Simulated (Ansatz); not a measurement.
# GaN: stress against strain

GaN (wurtzite, P6_3mc, 11.371 Å³/atom at rest, c along z) under a strain ε along c (axis z), the other axes held. PBEsol in Ansatz, a plane-wave DFT program (PAW, default set), 420 eV, 12×12×7 Γ-centred mesh, Fermi-Dirac smearing 0.05 eV; ions are relaxed within the symmetry of each cell. Stress is positive for a compressed cell.

Here s stands for strain and y for stress zz.

| strain (%) | stress zz (GPa) |
|---|---|
| -1.20 | 4.67 |
| -0.60 | 2.31 |
| 0.00 | 0.00 |
| 0.60 | -2.26 |
| 1.20 | -4.49 |
| 3.00 | ? |

Taking a straight line for y over the 5 complete rows: Means: s 0, y 0.046. About the means, the sum of products is -13.734 and the sum of squares of s is 3.6000; the slope is their ratio. Least squares gives y = 0.046 - 3.8150·s. Residuals (row less fit): 0.046, -0.025, -0.046, -0.017, 0.042; standard error 0.048 (degrees of freedom: 3). The slope gives the elastic constant C33 = 382 ± 3 GPa.

Problem. Predict the withheld y at s = 3.00 from the fit, and compare with the calculation.

Solution. y = 0.046 - 3.8150 × 3.0 = -11.399 GPa. The calculation gives -10.87 GPa, 0.529 GPa above the prediction (3.4 % of the range of y in the table). The row lies outside the fitted rows, so this is an extrapolation. From the scatter of the fitted rows alone, a prediction at this place has a standard error of 0.092 GPa, so the miss is 5.8 times that.

One order more, fitted to all 11 runs of the series, follows each within 0.04, so the miss is the next term of a smooth law. Rows are the converged runs of the series near zero and its far end; series whose fitted rows scatter by over a few per cent of the range, as at a crossing or softening among them, aren't shown in this form. Most that stay on the fit to the last digits aren't either.
